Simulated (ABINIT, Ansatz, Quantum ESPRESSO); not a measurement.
Tl (P6_3/mmc, 2 atoms in the cell) computed with different codes at matched settings

Self-consistent single point.

```
CELL_PARAMETERS angstrom
      1.71651    -2.97308     0.00000
      1.71651     2.97308     0.00000
      0.00000     0.00000     5.47694
ATOMIC_POSITIONS crystal
  Tl 0.33333 0.66667 0.25000
  Tl 0.66667 0.33333 0.75000
```

Shared settings, as Ansatz (a first-principles code) writes them: kpoints.mp_grid.grid = 8 8 4; magnetization.spin_orbit = true; scf.occupations.method = gaussian; scf.occupations.width = 0.05 eV. Potentials and cutoffs stand in the table.

```
code                                                                                                       model  pressure (GPa)   cutoff
----------------  ----------------------------------------------------------------------------------------------  --------------  -------
Ansatz                                                           PBE with spin-orbit coupling, default PAW files            3.99  default
ABINIT             PBE, spin-orbit coupling, norm-conserving pseudopotentials (PseudoDojo nc-fr-04 PBE standard)            4.05    31 Ha
Quantum ESPRESSO  PBE, spin-orbit coupling, PseudoDojo fully relativistic norm-conserving (PBE) pseudopotentials            4.05    65 Ry
```

The spread over the programs that give each value: pressure within 0.06 GPa.

Ansatz's pressure is given at a fixed set of plane waves, as the other plane-wave codes print theirs; with its correction for the finite basis it is 4.03 GPa.

The starting cell has typed, rounded lattice constants, without a prior relaxation at this level. Its lattice was rescaled by a random factor within 2.5 % of one.

Left out of this page: Elk and FLEUR (with a known weakness of the program); SIESTA (not drawn, or without a comparable value).

Keys are those of Ansatz 0.2.
